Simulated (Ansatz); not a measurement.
Base system: ZnSe in the zinc blende structure (space group F-43m, No. 216; a = 5.568 Å). Axes: x, y, z lie along the cube axes.

The values are results of LDA in Ansatz (plane waves to 420 eV, PAW, no spin-orbit coupling), not measurements.

Base values:

The valley order is Γ 1.25 eV; L along ⟨111⟩ 2.45 eV; X along ⟨100⟩ 2.69 eV and the pressure is 0.00 GPa.

One thing is altered: biaxial strain −0.83 %, plane normal [111], relaxed out of plane (Cartesian); in-plane vectors clamped, the third vector and the atoms free.

How does this affect the valley order and pressure?

The valley order (the lowest conduction-band minima on the path, energy above the VBM, named in the base's zone) goes from Γ 1.25 eV; L along ⟨111⟩ 2.45 eV; X along ⟨100⟩ 2.69 eV to Γ 1.26 eV; L along [1-11] 2.40 eV; L along [111] 2.55 eV; X along [100] 2.63 eV; the pressure (mean of the normal stresses, compression positive) goes from zero to 0.81 GPa.

The levels and masses belong to the bands next to the band gap. Stability against distortions was not tested.

Ansatz is a program for electronic structure.
